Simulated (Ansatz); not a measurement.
We consider GaN (model structure, started from the HgO type, P6₄22, No. 181, 6 atoms in the cell), described by LDA in Ansatz (PAW).

Numerical settings: plane-wave cutoff 520 eV, 18×18×8 k mesh (along the axes of the cell as run), Fermi–Dirac smearing 0.05 eV, scalar-relativistic PAW data made under PBE.

Cell (relaxed at this level):

```yaml
crystal:
  lattice:
    - [3.09665, 0.00000, 0.00000]
    - [-1.54832, 2.68177, 0.00000]
    - [0.00000, 0.00000, 7.28522]
  atoms:
    - { symbol: Ga, position: [0.49996, 0.49996, 0.50000] }
    - { symbol: Ga, position: [0.50004, 0.00000, 0.83333] }
    - { symbol: Ga, position: [0.00000, 0.50004, 0.16667] }
    - { symbol: N, position: [0.49998, 0.49998, 0.00000] }
    - { symbol: N, position: [0.50002, 0.00000, 0.33333] }
    - { symbol: N, position: [0.00000, 0.50002, 0.66667] }
```

**Question.** Give the computed band gap and smallest direct gap on the k points sampled.

**Answer.** 
- band gap: 1.78 eV (indirect)
- smallest direct gap on the k points sampled: 1.83 eV

Note: the relaxation could raise the start's symmetry but not lower it, so the cell can be a saddle point.

Spin–orbit coupling is not included.

Computed values are for the static lattice.

It cost roughly 80 core-seconds of CPU time.

A model structure was made by putting elements into a prototype or built by hand; it is no filed structure, need not be a known phase, and can be a saddle point held by its symmetry.

Ansatz is a first-principles code.
